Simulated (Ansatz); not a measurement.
Consider SiC in the zinc blende structure (space group F-43m, No. 216; a = 4.380 Å). Axes: x, y, z lie along the cube axes.

Level of theory: PBE in Ansatz (plane waves to 420 eV, PAW, no spin-orbit coupling).

One thing is altered: an isotropic linear strain of −0.50 %, atoms relaxed at fixed cell.

### Question
Predict the stress tensor and what it implies for the stiffness.

### Answer
Stress of the strained cell less that of the base (GPa, compression positive):
```
   3.29    0.00    0.00
   0.00    3.29    0.00
   0.00    0.00    3.29
```

Then B = −ΔP/(ΔV/V₀) with ΔV/V₀ = -0.0149 gives secant stiffness values (nonlinear terms included at this strain): B ≈ 221 GPa.

Stability against distortions was not tested.

Ansatz is a first-principles code.
